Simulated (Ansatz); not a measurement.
## Effective masses and thermopower of SnC (F-43m)

Here is the system:

```xyz
2
Lattice="0.0000 2.5170 2.5170 2.5170 0.0000 2.5170 2.5170 2.5170 0.0000" Properties=species:S:1:pos:R:3 pbc="T T T"
Sn     0.0000     0.0000     0.0000
C      1.2585     1.2585     1.2585
```

Computed with PBE with spin-orbit coupling, rigid bands (plane waves, PAW; Ansatz, a program for electronic structure). Geometry: cell and atoms relaxed with PBEsol.

* **band gap**: 0.79 eV
* **electron conductivity mass (300 K, dilute)**: 0.094 mₑ
* **hole conductivity mass (300 K, dilute)**: 0.64 mₑ
* **effective density of states N_c (300 K)**: 6.8e17 cm⁻³
* **effective density of states N_v (300 K)**: 3.8e19 cm⁻³
* **density-of-states mass, electrons**: 0.090 mₑ
* **density-of-states mass, holes**: 1.33 mₑ
* **Seebeck coefficient, n-type 1e19 cm⁻³, 300 K**: -62 μV/K
* **best n-type power factor at 300 K for τ = 10 fs (best axis; densities from 1e16 to 1e21 cm⁻³ tried, whether or not they can be reached)**: 5.8 μW/(cm·K²) at 3e20 cm⁻³
* **Seebeck coefficient, p-type 1e19 cm⁻³, 300 K**: 363 μV/K
* **best p-type power factor at 300 K for τ = 10 fs (best axis; densities from 1e16 to 1e21 cm⁻³ tried, whether or not they can be reached)**: 16.6 μW/(cm·K²) at 3e20 cm⁻³

Rigid bands; masses and Seebeck coefficients take one relaxation time τ for all states and one kind of carrier; polarons and phonon drag are left out. Geometry: cell and atoms relaxed with PBEsol.

Computed structure with no diffraction record at hand here (it may be known, metastable or hypothetical): SnC (F-43m).
